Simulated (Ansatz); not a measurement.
## NbSi2: Nb → Y

Consider NbSi2 (space group P6_222, No. 180; a = 4.7928 Å, c = 6.5854 Å).

It is then changed as follows: full substitution Nb → Y, then cell and atoms are relaxed.

Computed with DFT with r2SCAN, PAW potentials and a 500 eV plane-wave cutoff in Ansatz (a quantum-chemistry and plane-wave program), scalar-relativistic without spin-orbit coupling. Settings: 10×10×7 k-points, 0.05 eV Fermi–Dirac smearing, for the changed cell.

```
quantity                             base      changed        shift
-----------------------------  ----------  -----------  -----------
volume per atom                  14.56 Å³     20.25 Å³     +5.69 Å³
density                        5.67 g/cm³   3.97 g/cm³  -1.70 g/cm³
lattice parameter a            9.057 bohr  10.172 bohr  +1.115 bohr
c/a ratio                           1.374        1.349       -0.025
shortest interatomic distance  4.837 bohr   4.610 bohr  -0.227 bohr
band gap                             zero         zero            –
```

Final structure:

```
CELL_PARAMETERS angstrom
      5.38293     0.00000     0.00000
     -2.69147     4.66176     0.00000
      0.00000     0.00000     7.26154
ATOMIC_POSITIONS crystal
  Y  0.50000 0.00000 0.50000
  Y  0.50000 0.50000 0.83333
  Y  0.00000 0.50000 0.16667
  Si 0.13082 0.26163 0.50000
  Si 0.86918 0.13082 0.83333
  Si 0.73837 0.86918 0.16667
  Si 0.86918 0.73837 0.50000
  Si 0.13082 0.86918 0.83333
  Si 0.26163 0.13082 0.16667
```

Whether these cells are dynamically stable was not tested. As relaxed here, YSi2 is a hypothetical phase, not in the database extracts checked. The final runs are not spin-polarised. An odd electron count without spin: YSi2 and NbSi2.
